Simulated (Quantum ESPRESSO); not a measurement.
Quantum ESPRESSO 7.5, DFT, PBE, plane waves, PseudoDojo 0.5 standard norm-conserving PBE (local tails restored to the Coulomb form): rutile TiO2 (Ti2O4), 6 atoms. Basis and mesh were picked for this test and aren't claimed converged.

* **cell**: 4.59, 4.59, 2.96 Å; 90, 90, 90°
* **task**: scf
* **k mesh**: 6×6×10
* **ecutwfc**: 84 Ry
* **ecutrho**: 336 Ry
* **occupations**: fixed
* **conv_thr**: 6e-09 Ry
* **tprnfor**: true
* **tstress**: false
* **diagonalization**: david (default)
* **mixing_mode**: plain (default)
* **mixing_beta**: 0.7 (default)
* **mixing_ndim**: 8 (default)
* **k-points computed**: 60
* **bands**: 24
* **electrons**: 48
* **G-vectors of the density**: 43913
* **FFT grid**: 54×54×36
* **symmetry operations**: 16

It runs on a single node (Intel Xeon 6 (Granite Rapids), 96 cores on 1 socket, 2 hardware threads a core, 3 L3 cache groups, 3 NUMA nodes).

Wall times, medians of two to five repeats, each run alone on the node (launch to exit). Unless noted, each process is bound to its own block of adjacent cores. The times hold for this build (conda-forge: Open MPI 5.0, OpenMP, OpenBLAS 0.3.34 (pthreads), FFTW, ScaLAPACK, ELPA). Scratch files lie in a memory file system.

Measured so far:

| cores | layout | wall time |
|---|---|---|
| 8 | 8 ranks, -nk 8 | 34 s |
| 16 | 16 ranks, -nk 16 | 20 s |
| 24 | 24 ranks, -nk 24 | 13 s |
| 32 | 32 ranks, -nk 32 | 9.8 s |

### Question
Still to be tried: 48 ranks, -nk 24; 64 ranks, -nk 32; 96 ranks, -nk 32. How far does this job scale usefully (efficiency of one half or more)?

### Answer
Efficiency, counted from 8 cores, stays above one half up to 64 cores and is 45 % at 96. The shortest time, 6.3 s, comes at 96 cores. The share that grows most is that of start and exit outside the program's clock: from 1.7 % of the time on 8 cores to 13 % on 96. The SCF iterations vary from 22 to 34 over the layouts, which enters the times. The largest part on 96 cores, FFTs of H·ψ (vloc_psi), takes 16 s on 8 and 2.2 s there.

```
cores            layout  wall time  speed-up over 8  efficiency  core-seconds
-----  ----------------  ---------  ---------------  ----------  ------------
8        8 ranks, -nk 8       34 s             1.0×       100 %           270
16     16 ranks, -nk 16       20 s             1.7×        85 %           320
24     24 ranks, -nk 24       13 s             2.6×        87 %           310
32     32 ranks, -nk 32      9.8 s             3.5×        88 %           310
48     48 ranks, -nk 24      9.4 s             3.6×        61 %           450
64     64 ranks, -nk 32      7.1 s             4.8×        60 %           460
96     96 ranks, -nk 32      6.3 s             5.4×        45 %           610
```
